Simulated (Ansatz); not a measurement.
## Er₅Pb₃ (P6₃/mcm, No. 193; cell taken from a computed entry)

Computed with PBE in Ansatz (plane waves, PAW).

Settings: plane-wave cutoff 500 eV, 12×12×8 k mesh (along the axes of the cell as run), Fermi–Dirac smearing 0.1 eV, spin-polarised start, scalar-relativistic PAW data made under PBE.

Cell: relaxed at this level.

| Item | Value |
|---|---|
| volume per atom | 31.48 Å³/atom |
| lattice constant a | 9.194 Å |
| c axis length | 6.879 Å |
| band gap | zero (no gap) |

Note: the magnetic order was assumed, not searched for or taken from measurement; the relaxation could not lower the start's symmetry, so the cell can be a saddle point above a distorted one; the 4f shell is treated without U or exact exchange, so its levels and filling can be wrong.

Spin–orbit coupling is not included; it can shift volumes and moduli of such heavy elements.

Computed values are for the static lattice.

Cost on a shared machine: about 7 core-hours (a rough figure).

Ansatz is a quantum-chemistry and plane-wave program.
